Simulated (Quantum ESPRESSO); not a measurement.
Band structure of Mg5Cd (Cm, 6 atoms in the cell).

```
Mg5Cd
1.0
    5.78350    -1.56211     0.00000
    5.78350     1.56211     0.00000
   -1.91084     0.00000     7.28207
Mg Cd
5 1
Direct
  0.99703   0.99703   0.00096
  0.66932   0.66932   0.33100
  0.05322   0.05322   0.60653
  0.33141   0.33141   0.66514
  0.72383   0.72383   0.94884
  0.39185   0.39185   0.28086
```

Method of the run: PBEsol, GBRV 1.5 ultrasoft (PBESOL) pseudopotentials (plane waves; Quantum ESPRESSO).

Settings: ecutwfc = 40 Ry; ecutrho = 200 Ry; occupations = smearing; smearing = cold; degauss = 0.0073499 Ry; potentials = {Mg: mg_pbesol_v1.4.uspp.F.UPF, Cd: cd_pbesol_v1.uspp.F.UPF}; K_POINTS = automatic 6 6 3 0 0 0; nbnd = 37; conv_thr = 1e-09 Ry; mixing_beta = 0.5.

The starting cell comes from a database of computed structures (which also holds hypothetical and non-ambient phases and stackings), without a prior relaxation at this level.

Levels in eV from the Fermi level, bands 28 to 35:
```tsv
point	28	29	30	31	32	33	34	35
Γ	-4.43	-2.55	-2.46	-1.82	-1.16	1.94	2.36	3.57
Y	-4.23	-4.15	-2.37	-2.25	2.60	3.09	3.29	3.42
F	-3.64	-3.23	-3.11	-1.34	0.58	1.79	2.27	2.45
L	-4.86	-4.84	-1.26	-1.07	1.34	1.74	2.74	2.95
Z	-2.76	-2.75	-1.35	-1.23	-0.66	-0.23	0.89	1.27
```

Bands cross the Fermi level along this path, so the cell is metallic at this level.
